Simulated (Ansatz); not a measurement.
```
CELL_PARAMETERS angstrom
      4.78801     0.00000     0.00000
      0.00000     4.78801     0.00000
      0.00000     0.00000     4.78801
ATOMIC_POSITIONS crystal
  Rb 0.00000 0.00000 0.00000
  Pb 0.50000 0.50000 0.50000
  F  0.00000 0.50000 0.50000
  F  0.50000 0.00000 0.50000
  F  0.50000 0.50000 0.00000
```

The cell is a database entry relaxed within its symmetry; it need not be the phase found at ambient conditions. Spin-orbit coupling is not included.

### Question
Is this relaxed cell dynamically stable according to harmonic phonons (finite displacements on a 4×4×4 mesh, DFT at the PBEsol level (Ansatz, a first-principles code), k mesh 4×4×4)? If not, where is the strongest instability?

### Answer
No. The softest mode is 94i cm⁻¹ at q = (-0.500, -0.500, -0.500) in fractions of the reciprocal vectors of this cell, and 64 of the 64 wave vectors of the mesh carry a mode beyond 15i cm⁻¹.
